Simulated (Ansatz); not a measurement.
InP (F-43m) under biaxial stress xx = yy (compression positive): electron conductivity mass by r2SCAN with spin-orbit coupling, rigid bands (plane waves, PAW; Ansatz, a program for electronic structure). The unloaded cell, whose axes the loads refer to:

```
CELL_PARAMETERS angstrom
      0.00000     2.95332     2.95332
      2.95332     0.00000     2.95332
      2.95332     2.95332     0.00000
ATOMIC_POSITIONS crystal
  In 0.00000 0.00000 0.00000
  P  0.25000 0.25000 0.25000
```

```json
[
 {"biaxial stress xx = yy (compression positive) (GPa)": "-2", "volume per atom (Å³)": "26.27", "electron conductivity mass (mₑ)": "0.0757"},
 {"biaxial stress xx = yy (compression positive) (GPa)": "-1", "volume per atom (Å³)": "26.01", "electron conductivity mass (mₑ)": "0.0803"},
 {"biaxial stress xx = yy (compression positive) (GPa)": "0", "volume per atom (Å³)": "25.76", "electron conductivity mass (mₑ)": "0.0842"},
 {"biaxial stress xx = yy (compression positive) (GPa)": "1", "volume per atom (Å³)": "25.51", "electron conductivity mass (mₑ)": "?"},
 {"biaxial stress xx = yy (compression positive) (GPa)": "2", "volume per atom (Å³)": "25.27", "electron conductivity mass (mₑ)": "0.0902"}
]
```

Fit a straight line to ln(electron conductivity mass) against the load over the rows given, and predict the row at 1 GPa.

The means are x̄ = -0.250 GPa and ȳ = -2.4958; Σ(x − x̄)(y − ȳ) = 0.3767 and Σ(x − x̄)² = 8.750, so the slope is 4.30 % per GPa, and the rows given lie within 1.0 % of the line. At 1 GPa the line gives 0.0870 mₑ; the calculation gives 0.0875 mₑ, 0.59 % from it.

Masses are for dilute carriers at 300 K, harmonic means over directions unless an axis is named. Stresses and pressures are the targets of the relaxation. The structure type is held at every load. Geometry: cell and atoms relaxed with r2SCAN.
